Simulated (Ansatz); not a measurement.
**Response to strain in La**

The reference is La (space group P6_3/mmc, No. 194; relaxed with 0.1 eV smearing).

```
La
1.0
    3.76947     0.00000     0.00000
   -1.88474     3.26446     0.00000
    0.00000     0.00000    12.11362
La
4
Cartesian
  0.00000   0.00000   0.00000
  0.00000   0.00000   6.05681
  0.00000   2.17631   3.02840
  1.88474   1.08815   9.08521
```

Cartesian axes are those of the cell as printed.

Strains are applied to the cell and any free atomic positions relax; under biaxial strain the out-of-plane vector relaxes too.

Computed with PBE/PAW in Ansatz (an electronic-structure program), scalar-relativistic without spin-orbit coupling.

Notes on the quantities. pressure: mean of the normal stresses, compression positive.

```json
[
 {"variant": "base", "shortest interatomic distance": "3.729 Å", "pressure": "0.0 GPa"},
 {"variant": "biaxial strain −0.78 %, plane normal [001], relaxed out of plane", "shortest interatomic distance": "3.727 Å", "pressure": "0.3 GPa"},
 {"variant": "isotropic strain +0.81 %", "shortest interatomic distance": "3.759 Å", "pressure": "-0.6 GPa"},
 {"variant": "isotropic strain +1.16 %", "shortest interatomic distance": "3.773 Å", "pressure": "-0.8 GPa"}
]
```

Stability against distortions was not tested.
